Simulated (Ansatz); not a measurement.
Take MgSe in the rock salt structure (space group Fm-3m, No. 225; a = 5.473 Å) as the base.

Levels (all Ansatz, a first-principles code, PAW, earlier PAW set): r2SCAN (500 eV, no spin-orbit coupling); HSE06 (420 eV, spin-orbit coupling left out).

The geometry is relaxed with r2SCAN.

```
Property          Result
---------------  -------
r2SCAN band gap  2.48 eV
```

With HSE06 at the same geometry, the band gap goes up by 0.170 eV (2.48 eV → 2.66 eV).

Single points use the geometry relaxed with r2SCAN. HSE06 was sampled on its mesh, a few special points and the semilocal edge points, so its gap is an upper bound. Stability against distortions was not tested.
